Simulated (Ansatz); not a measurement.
Start from Sn in the diamond structure (space group Fd-3m, No. 227; a = 6.541 Å; relaxed with 0.1 eV smearing). Axes: x, y, z lie along the cube axes.

Level of theory: PBEsol (Ansatz, a program for electronic structure; PAW; 420 eV plane waves; without spin-orbit coupling).

One thing is altered: uniaxial stress, 0.5 GPa tension along x; all other stress components relax to zero.

Task: Predict the new energy relative to the base.

Result: The energy goes up by 0.7 meV/atom.

Task: Estimate the effect on the strain response.

Result: The strain response (xx, yy, zz) comes out as (+1.22, −0.42, −0.42) %.

Beyond what the load breaks, stability against distortions was not tested.
